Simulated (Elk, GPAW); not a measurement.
An Elk input for a self-consistent single point of CaCu2P2 (I4/mmm, 5 atoms in the cell) (DFT, LDA (PW92), all-electron FP-LAPW, Elk's shipped species files, LAPW+lo basis):

```
tasks
  0

rgkmax
  7.5

gmaxvr
  16.0

nxoapwlo
  1

rmtscf
  0.91

stype
  0

swidth
  0.00367493

maxscl
  100

scale
  10.38034725

avec
   -0.3573938755    0.3573938755    0.8628668701
    0.3573938755   -0.3573938755    0.8628668701
    0.3573938755    0.3573938755   -0.8628668701

sppath
  'species/'

atoms
  3
  'Ca.in'
  1
  0.0000000000  0.0000000000  0.0000000000    0.0 0.0 0.0
  'Cu.in'
  2
  0.7500000000  0.2500000000  0.5000000000    0.0 0.0 0.0
  0.2500000000  0.7500000000  0.5000000000    0.0 0.0 0.0
  'P.in'
  2
  0.6187800000  0.6187800000  0.0000000000    0.0 0.0 0.0
  0.3812200000  0.3812200000  0.0000000000    0.0 0.0 0.0

ngridk
  9 9 9
```

Q: Write the same calculation as an input for GPAW.

A: One input that does it (others would too):

```python
from ase import Atoms
from ase.units import GPa
from gpaw import GPAW, PW

atoms = Atoms(['Ca', 'Cu', 'Cu', 'P', 'P'],
              cell=[[-1.963180, 1.963180, 4.739765],
                    [1.963180, -1.963180, 4.739765],
                    [1.963180, 1.963180, -4.739765]],
              scaled_positions=[[0.000000, 0.000000, 0.000000],
                                [0.750000, 0.250000, 0.500000],
                                [0.250000, 0.750000, 0.500000],
                                [0.618780, 0.618780, 0.000000],
                                [0.381220, 0.381220, 0.000000]],
              pbc=True)

calc = GPAW(mode=PW(800),
            xc='LDA',
            kpts=(9, 9, 9),
            occupations={'name': 'methfessel-paxton', 'width': 0.1, 'order': 0},
            nbands=-9,
            convergence={'density': 1e-05},
            symmetry={'symmorphic': False, 'tolerance': 0.0005},
            maxiter=150,
            txt='-')

atoms.calc = calc

energy = atoms.get_potential_energy()
print('Energy (eV):', round(energy, 6))
forces = atoms.get_forces()
print('Forces (eV/Ang):')
print(forces.round(5))
stress = atoms.get_stress()
print('Stress (GPa, Voigt):', (stress / GPa).round(4))
```

Basis settings and potentials, where a program has them, do not carry over. This input uses DFT LDA (Perdew-Wang 92), plane waves, GPAW PAW datasets LDA (gpaw-data 1.0.1). LDA parametrisations can differ slightly between programs.

The starting cell comes from a database of computed structures (which also holds hypothetical and non-ambient phases and stackings), without a prior relaxation at this level. For this run, on top of that: lattice scaled by 0.98.
